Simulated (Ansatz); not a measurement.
A computed series for Nb: response to strain

The parent structure is Nb in the bcc (W type) structure (space group Im-3m, No. 229; a = 3.273 Å; relaxed with 0.1 eV smearing). Axes: x, y, z lie along the cube axes.

Strains are applied to the cell and any free atomic positions relax; under biaxial strain the out-of-plane vector relaxes too.

Computed with PBEsol (Ansatz, a quantum-chemistry and plane-wave program, PAW, no spin-orbit coupling).

Candidates:
(a) biaxial strain +1.00 %, plane normal [001], relaxed out of plane
(b) biaxial strain −3.00 %, plane normal [001], relaxed out of plane
(c) biaxial strain −1.50 %, plane normal [001], relaxed out of plane

Task: Order them by out-of-plane strain, lowest first.

Result: (a) biaxial strain +1.00 %, plane normal [001], relaxed out of plane (-1.09 %), (c) biaxial strain −1.50 %, plane normal [001], relaxed out of plane (+1.59 %), (b) biaxial strain −3.00 %, plane normal [001], relaxed out of plane (+3.21 %)

Whether these cells are dynamically stable was not tested. All final runs are without spin polarisation.
